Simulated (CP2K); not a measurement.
A self-consistent single point of LaIn (Cm, 2 atoms in the cell) with CP2K.

Method of the run: LDA (Pade form), GPW, DZVP-MOLOPT-SR-GTH basis, GTH-PADE potentials (GTH_POTENTIALS) run with CP2K.

```
LaIn
1.0
    3.95408     0.00000     0.00000
    0.00000     3.95408     0.00000
    0.00000     0.00000     3.95408
La In
1 1
Direct
  0.50280   0.49724   0.50460
  0.99720   0.00276   0.99540
```

Reference input (self-consistent single point, DFT PBEsol, GPW, DZVP-MOLOPT-SR-GTH basis, GTH-PBE potentials (GTH_POTENTIALS)): CUTOFF = 500 Ry; REL_CUTOFF = 40 Ry; SMEAR/METHOD = FERMI_DIRAC; ELECTRONIC_TEMPERATURE = 1160.45 K; KPOINTS/SCHEME = MONKHORST-PACK 6 6 6; GAMMA_CENTERED = T; XC_FUNCTIONAL = PBE:PBESOL; La/BASIS_SET = DZVP-MOLOPT-SR-GTH-q11; La/POTENTIAL = GTH-PBE-q11; In/BASIS_SET = DZVP-MOLOPT-SR-GTH-q13; In/POTENTIAL = GTH-PBE-q13; METHOD = GPW. This run's input differs from it in these lines:

```diff
@@ -44,6 +44,3 @@
     &XC
-      &XC_FUNCTIONAL
-        &PBE
-          PARAMETRIZATION PBESOL
-        &END PBE
+      &XC_FUNCTIONAL PADE
       &END XC_FUNCTIONAL
@@ -78,3 +75,3 @@
       BASIS_SET DZVP-MOLOPT-SR-GTH-q11
-      POTENTIAL GTH-PBE-q11
+      POTENTIAL GTH-PADE-q11
     &END KIND
@@ -82,3 +79,3 @@
       BASIS_SET DZVP-MOLOPT-SR-GTH-q13
-      POTENTIAL GTH-PBE-q13
+      POTENTIAL GTH-PADE-q13
     &END KIND
```

Output, abridged:

```
 SCF WAVEFUNCTION OPTIMIZATION

  Step     Update method      Time    Convergence         Total energy    Change
     1 NoMix/Diag. 0.30E+00      -     1.36427706       -88.5072927274 -8.85E+01
     2 Broy./Diag. 0.30E+00      -     0.09261603       -88.6789475288 -1.72E-01
     3 Broy./Diag. 0.30E+00      -     0.08934030       -88.3496234767  3.29E-01
     4 Broy./Diag. 0.30E+00      -     0.00738398       -88.1710418726  1.79E-01
     5 Broy./Diag. 0.30E+00      -     0.00099780       -88.1445387862  2.65E-02
     6 Broy./Diag. 0.30E+00      -     0.00128721       -88.1565945098 -1.21E-02
     7 Broy./Diag. 0.30E+00      -     0.00011990       -88.1601653875 -3.57E-03
     8 Broy./Diag. 0.30E+00      -     0.00012246       -88.1603250134 -1.60E-04
     9 Broy./Diag. 0.30E+00      -     0.00000570       -88.1603941583 -6.91E-05
    10 Broy./Diag. 0.30E+00      -     0.00000485       -88.1603801459  1.40E-05
    11 Broy./Diag. 0.30E+00      -     0.00000007       -88.1603781467  2.00E-06
  *** SCF run converged in    11 steps ***

  Overlap energy of the core charge distribution:               0.00000000000000
  Self energy of the core charge distribution:               -153.75185891269265
  Core Hamiltonian energy:                                     40.28487155448668
  Hartree energy:                                              36.91840808937149
  Exchange-correlation energy:                                -11.61016265412671
  Electronic entropic energy:                                  -0.00163622370157
  Fermi energy:                                                 0.29971820530620

  Total energy:                                               -88.16037814665616
  Total energy (extrapolated to T->0):                        -88.15956003480537

                     Mulliken Population Analysis

   [... lines left out ...]

 STRESS| Analytical stress tensor [bar]
 STRESS|                        x                   y                   z
 STRESS|      x       -3.16811577623E+04  -8.86128017215E+01   1.47067883351E+02
 STRESS|      y       -8.86128017215E+01  -3.16806264381E+04  -1.45105464845E+02
 STRESS|      z        1.47067883351E+02  -1.45105464845E+02  -3.17223862752E+04
 STRESS| 1/3 Trace                                            -3.16947234919E+04
```

The run converged in 11 iterations. Against the reference run the pressure goes from -1.53 to -3.17 GPa and the largest force goes from 0.111 to 0.088 eV/Å.

The starting cell comes from a database of computed structures (which also holds hypothetical and non-ambient phases and stackings), without a prior relaxation at this level. Its atoms were displaced at random from the sites of space group no. 221. Values carry the incompleteness of an atom-centred basis. With a pressure of about -3 GPa the cell is away from its equilibrium volume at this level.

Cost on one core of a shared machine: roughly 70 s.
